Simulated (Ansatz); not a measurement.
The reference is GeSe (space group P6_3mc, No. 186; a = 4.711 Å, c = 5.693 Å; a hypothetical phase, not in the database extracts checked).

Method: Ansatz (a quantum-chemistry and plane-wave program) PBEsol, no spin-orbit coupling.

One change was made to it. Results:

The band gap changes from 0.57 eV to zero; the density increases by 2.05 g/cm³ to 6.65 g/cm³.

Problem. Which change produced these results?
A. pressure 2.1 GPa
B. pressure 30 GPa
C. pressure 0.9 GPa
D. pressure 9 GPa

Solution. B, pressure 30 GPa. For comparison, the density in the other runs: pressure 9 GPa gives 5.40 g/cm³; pressure 0.9 GPa gives 4.71 g/cm³; pressure 2.1 GPa gives 4.84 g/cm³.

A case with no gap was solved on a k-mesh chosen for an insulator, which is coarse for it. Load acts through the strain it causes; cell and atoms are relaxed under it. Whether these cells are dynamically stable was not tested. Competing high-pressure phases were not computed. The final runs are not spin-polarised. Along this pressure series the structure jumps between pressure 4.5 GPa and pressure 9 GPa; cells beyond that are another form of it. A zero or small gap of GeSe under pressure 9 GPa and GeSe under pressure 2.1 GPa can be the functional's error rather than a property of the material.
